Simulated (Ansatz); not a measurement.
Results of HSE06 (Ansatz, a program for electronic structure, plane waves, PAW) for SrZrO3 (model structure, R3c, No. 161, 10 atoms in the cell).

Numerical settings: plane-wave cutoff 460 eV, 6×6×6 k mesh, Fermi–Dirac smearing 0.01 eV, scalar-relativistic PAW data made under PBE.

Cell (relaxed with PBEsol):

Space group R3c, hexagonal axes (No. 161); a = b = 5.8057 Å, c = 14.1228 Å, α = β = 90.00°, γ = 120.00°

| atom | site | symmetry | x | y | z |
|---|---|---|---|---|---|
| Sr | 6a | 3. | 0.0000 | 0.0000 | 0.2666 |
| Zr | 6a | 3. | 0.0000 | 0.0000 | 0.0115 |
| O | 18b | 1 | 0.0985 | 0.3373 | 0.0907 |
(The calculation used a cell of 10 atoms; values per cell refer to that cell.)

Question: Predict the band gap and smallest direct gap on the k points sampled.

Answer: 
- band gap: 5.36 eV (on the SCF k mesh)
- smallest direct gap on the k points sampled: 5.48 eV

Note: the relaxation could raise the start's symmetry but not lower it, so the cell can be a saddle point; cell and atoms aren't relaxed at this level (pressure 1.2 GPa).

Spin–orbit coupling is not included.

The computed numbers hold no vibrational or temperature effects.

A model structure was made by putting elements into a prototype or built by hand; it is no filed structure, need not be a known phase, and can be a saddle point held by its symmetry.
